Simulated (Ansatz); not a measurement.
For CaO (model structure, started from the CsCl type, Pm-3m, No. 221, 2 atoms in the cell), PBE-D3(BJ) in Ansatz (plane waves, PAW) gives:

| Quantity | Result |
|---|---|
| lattice parameter a | 2.900 Å |
| cohesive energy | 5.28 eV/atom |
| band gap | 2.77 eV |

**Question.** What does r²SCAN+rVV10 in Ansatz (plane waves, PAW) give for the same quantities?

**Answer.** 
- lattice constant a: 2.892 Å (falls by 0.3 %)
- cohesive energy: 5.35 eV/atom (grows by 0.07 eV/atom)
- band gap: 3.25 eV (rises by 0.48 eV)

Changes are worked out from the printed values.

Unless a cell is named, each level is at its own relaxed cell (PBE-D3(BJ) 12.19, r²SCAN+rVV10 12.10 Å³/atom).

Density-functional gaps are differences of (generalised) Kohn–Sham levels.

Ansatz's density-functional and Hartree–Fock values are scalar-relativistic unless marked +SOC, with PAW data made under PBE.

A model structure was made by putting elements into a prototype or built by hand; it is no filed structure, need not be a known phase, and can be a saddle point held by its symmetry.

Ansatz is a program for electronic structure.
